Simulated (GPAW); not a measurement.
A self-consistent single point of ZrH (P4_2/mmc, 4 atoms in the cell) with GPAW.

Method of the run: LDA (Perdew-Wang 92), GPAW PAW datasets LDA (gpaw-data 1.0.1) (plane waves; GPAW).

```xyz
4
Lattice="3.2670 0.0000 0.0000 0.0000 3.2670 0.0000 0.0000 0.0000 5.0500" Properties=species:S:1:pos:R:3 pbc="T T T"
Zr     0.0000     1.6335     2.5250
Zr     1.6335     0.0000     0.0000
H      1.6335     1.6335     1.2625
H      1.6335     1.6335     3.7875
```

Reference input (self-consistent single point, DFT PBEsol, plane waves, GPAW PAW datasets PBEsol (made by gpaw-setup)): mode = pw; ecut = 800 eV; xc = PBEsol; kpts = 7 7 5; mesh shift (steps) = 0 0 0; occupations.name = fermi-dirac; occupations.width = 0.05 eV; nbands = -8; convergence.forces = 0.001 eV/Å; symmetry.symmorphic = false; symmetry.tolerance = 0.0005; maxiter = 150. This run's input differs from it in these lines:

```diff
@@ -15,3 +15,3 @@
 calc = GPAW(mode=PW(800),
-            xc='PBEsol',
+            xc='LDA',
             kpts=(7, 7, 5),
```

Its files differ too (potentials: GPAW PAW datasets LDA (gpaw-data 1.0.1)).

Output, abridged:

```
     iter     time        total  log10-change:
                         energy   eigst   dens  force
iter:   1 --:--:--   -26.257222
iter:   2 --:--:--   -26.141498   -0.50  -1.21
iter:   3 --:--:--   -25.327824   -0.33  -1.24
iter:   4 --:--:--   -25.311495   -1.52  -1.86
iter:   5 --:--:--   -25.280684   -2.41  -1.89
iter:   6 --:--:--   -25.279216   -2.83  -1.97
iter:   7 --:--:--   -25.274657c  -2.90  -2.61
iter:   8 --:--:--   -25.276167c  -2.97  -2.80
iter:   9 --:--:--   -25.274768c  -4.07  -2.83
iter:  10 --:--:--   -25.274734c  -5.12  -3.33
iter:  11 --:--:--   -25.274620c  -4.73  -3.40
iter:  12 --:--:--   -25.274603c  -5.05  -3.75
iter:  13 --:--:--   -25.274603c  -6.15  -4.28c
iter:  14 --:--:--   -25.274603c  -7.62c -4.31c
iter:  15 --:--:--   -25.274603c  -7.24  -4.36c
iter:  16 --:--:--   -25.274603c  -7.88c -4.46c -20.87c
Converged after 16 iterations.

Dipole moment: (-0.000005, -0.000005, 0.000000) |e|*Ang

Energy contributions relative to reference atoms: (reference = -195597.383308)

Kinetic:         +5.137881
Potential:       -9.435925
External:        +0.000000
XC:             -21.704827
Entropy (-ST):   -0.016492
Local:           +0.736514
SIC:             +0.000000
--------------------------
Free energy:    -25.282849
Extrapolated:   -25.274603

Showing only first 2 kpts
 Kpt  Band  Eigenvalues  Occupancy
  0    11      5.27444    2.00000
  0    12      7.99160    1.41622
  0    13      8.67987    0.00001
  0    14      8.67987    0.00001

  1    11      5.89182    2.00000
  1    12      7.86588    1.93545
  1    13      8.88848    0.00000
  1    14      8.88848    0.00000

Fermi level: 8.03591

No gap
No difference between direct/indirect transitions
Energy (eV): -25.274603

Forces in eV/Ang:
  0 Zr   -0.00000    0.00000    0.00000
  1 Zr    0.00000   -0.00000    0.00000
  2 H     0.00000    0.00000    0.00000
  3 H     0.00000    0.00000    0.00000

Stress tensor:
     0.056105     0.000000     0.000000
     0.000000     0.056105     0.000000
     0.000000     0.000000     0.057694
Stress (GPa, Voigt): [8.989  8.989  9.2436 0.     0.     0.    ]
```

The run converged in 16 iterations. GPAW prints stress with tension positive. Against the reference run the pressure goes from -6.62 to -9.07 GPa.

The starting cell comes from a database of computed structures (which also holds hypothetical and non-ambient phases and stackings), without a prior relaxation at this level. Its lattice was rescaled by a random factor within 2.5 % of one. With a pressure of about -9 GPa the cell is away from its equilibrium volume at this level.

Cost on one core of a shared machine: roughly 50 s.
